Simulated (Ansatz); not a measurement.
# Pressure series in SiO2

Base system: SiO₂ in the rutile structure (space group P4_2/mnm, No. 136; a = 4.1852 Å, c = 2.6688 Å).

Cell and atoms are relaxed at each pressure.

Level of theory: Ansatz (a quantum-chemistry and plane-wave program), r2SCAN, PAW, cutoff 500 eV, no spin-orbit coupling.

```csv
case,band gap,hole mass,shortest interatomic distance
base,6.51 eV,"1.7 mₑ along c, 1.1 mₑ across (at Γ)",176.0 pm
pressure −2 GPa,6.41 eV,"1.8 mₑ along c, 1.1 mₑ across (at Γ)",176.2 pm
pressure −1 GPa,6.46 eV,"1.8 mₑ along c, 1.1 mₑ across (at Γ)",176.1 pm
pressure 0.9 GPa,6.56 eV,"1.7 mₑ along c, 1.1 mₑ across (at Γ)",175.9 pm
pressure 2.1 GPa,6.62 eV,"1.7 mₑ along c, 1.1 mₑ across (at Γ)",175.8 pm
pressure 4.5 GPa,6.75 eV,"1.7 mₑ along c, 1.1 mₑ across (at Γ)",___
pressure 9 GPa,___,"1.6 mₑ along c, 1.1 mₑ across (at Γ)",175.0 pm
pressure 15 GPa,7.26 eV,"1.6 mₑ along c, 1.1 mₑ across (at Γ)",174.4 pm
pressure 22.5 GPa,7.60 eV,"1.6 mₑ along c, 1.1 mₑ across (at Γ)",173.6 pm
pressure 30 GPa,7.83 eV,"1.4 mₑ along c, 1.1 mₑ across (at Γ)",172.9 pm
```

Task: Fill in the withheld entries from the trend.

Result: 
- pressure 4.5 GPa, shortest interatomic distance: 175.5 pm
- pressure 9 GPa, band gap: 6.97 eV

Load acts through the strain it causes; cell and atoms are relaxed under it. Effective masses come from finite differences of ±0.01 Å⁻¹. Stability against distortions was not tested. Competing high-pressure phases were not computed.
